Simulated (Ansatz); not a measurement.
What a tighter setting buys: kpoints.mp_grid.grid, RbLuSe2 (R-3m, 4 atoms in the cell)

```yaml
crystal:
  lattice:
    - [2.02635, 1.16992, 7.76382]
    - [-2.02635, 1.16992, 7.76382]
    - [0.00000, -2.33983, 7.76382]
  atoms:
    - { symbol: Rb, position: [0.00000, 0.00000, 0.00000] }
    - { symbol: Lu, position: [0.50000, 0.50000, 0.50000] }
    - { symbol: Se, position: [0.23049, 0.23049, 0.23049] }
    - { symbol: Se, position: [0.76951, 0.76951, 0.76951] }
```

Method of the run: HSE06, default PAW files made with PBE (plane waves; Ansatz, a quantum-chemistry and plane-wave program).

Base settings: basis.ecutwfc = 420 eV; kpoints.mp_grid.grid = 4 4 4; hamiltonian.xc = hse06; hamiltonian.pseudopotentials = {kind: paw} (the program's default PAW files); scf.occupations.method = gaussian; scf.occupations.width = 0.02 eV.

Misses are taken against the tightest run, 5 5 5, which need not be fully converged itself. The energy is the free energy per atom.

Core times come from one kind of shared machine and are given to one figure; runs under 30 s give none.

The starting cell comes from a database of computed structures (which also holds hypothetical and non-ambient phases and stackings), without a prior relaxation at this level. Its lattice was rescaled by a random factor within 2.5 % of one. In the base run, with a pressure of about 4 GPa the cell is away from its equilibrium volume at this level. Ansatz's pressure includes its estimate of the finite-basis (Pulay) stress.

| kpoints.mp_grid.grid | energy less reference (meV/atom) | pressure less reference (GPa) | largest difference in the force on any atom (eV/Å) | core time / reference (rough) |
|---|---|---|---|---|
| 1 1 1 | 1838.27 | 13.73 | 2.249 | – |
| 2 2 2 | 175.43 | 1.62 | 0.336 | – |
| 3 3 3 | 25.09 | 0.29 | 0.042 | 0.2 |
| 4 4 4 | 5.19 | 0.07 | 0.001 | 0.5 |
| 5 5 5 | 0.00 | 0.00 | 0.000 | 1 |

The last two settings still differ by 5.2 meV/atom, so the table cannot show that the reference is converged.

Coarsest setting among those run that, with all tighter ones, holds the energy within 20 meV/atom of the reference: 4 4 4, off by 5.2 meV/atom; its saving against the reference is no more than about a factor of 2 in time.

Keys are those of Ansatz 0.2.
